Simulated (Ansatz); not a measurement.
InGaAs2 (R3m, No. 160, 4 atoms in the cell; start mp-1223791) was calculated with r²SCAN in Ansatz (PAW).

Settings: plane-wave cutoff 560 eV, 16×16×16 k mesh, Fermi–Dirac smearing 0.05 eV, scalar-relativistic PAW data made under PBE.

Cell (relaxed at this level):

```cif
data_As6Ga3In3
_chemical_formula_sum 'In3 Ga3 As6'
_space_group_name_H-M_alt 'R3m :H'
_space_group_IT_number 160
_space_group_name_Hall 'R 3 -2"'
_cell_length_a 4.16324
_cell_length_b 4.16324
_cell_length_c 20.48053
_cell_angle_alpha 90.000
_cell_angle_beta 90.000
_cell_angle_gamma 120.000
loop_
_atom_site_label
_atom_site_type_symbol
_atom_site_symmetry_multiplicity
_atom_site_Wyckoff_symbol
_atom_site_fract_x
_atom_site_fract_y
_atom_site_fract_z
_atom_site_occupancy
In1 In 3 a 0.00000 0.00000 0.37556 1
Ga1 Ga 3 a 0.00000 0.00000 0.87518 1
As1 As 3 a 0.00000 0.00000 0.99467 1
As2 As 3 a 0.00000 0.00000 0.50460 1
```
(The calculation used a cell of 4 atoms; values per cell refer to that cell.)

### Question
Predict the band gap and bulk modulus B0.

### Answer

* **band gap**: 0.12 eV (under three smearing widths, so not firm)
* **bulk modulus B0**: 62.8 GPa

Note: the relaxation could not lower the start's symmetry, so the cell can be a saddle point above a distorted one; the bulk modulus is −V dP/dV from two relaxed cells at ±2 % in volume.

Spin–orbit coupling is not included.

A start named mp-… is a Materials Project structure, which need not be a measured phase.

Ansatz is a quantum-chemistry and plane-wave program.
